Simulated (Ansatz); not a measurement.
1T (CdI2-type) MnBr2, treated with LDA (Ansatz, an electronic-structure program, PAW).

Run with plane-wave cutoff 520 eV, 12×12×6 k mesh (along the axes of the cell as run), Fermi–Dirac smearing 0.01 eV, spin-polarised start, scalar-relativistic PAW data made under PBE.

Cell (relaxed at this level):

Space group P-3m1 (No. 164); a = b = 3.7402 Å, c = 6.0704 Å, α = β = 90.00°, γ = 120.00°

```csv
atom,site,symmetry,x,y,z
Mn,1a,-3m.,0.0000,0.0000,0.0000
Br,2d,3m.,0.3333,0.6667,0.2449
```

Question: Estimate the band gap, smallest direct gap on the k points sampled and direct gap at Γ that the calculation returns.

Answer: 
- band gap = 0.80 eV (indirect)
- smallest direct gap on the k points sampled = 0.88 eV
- direct gap at Γ = 1.33 eV

Note: the magnetic order was assumed, not searched for or taken from measurement; the volume lies 6 % below that of the published cell.

Spin–orbit coupling is not included.

Computed values are for the static lattice.
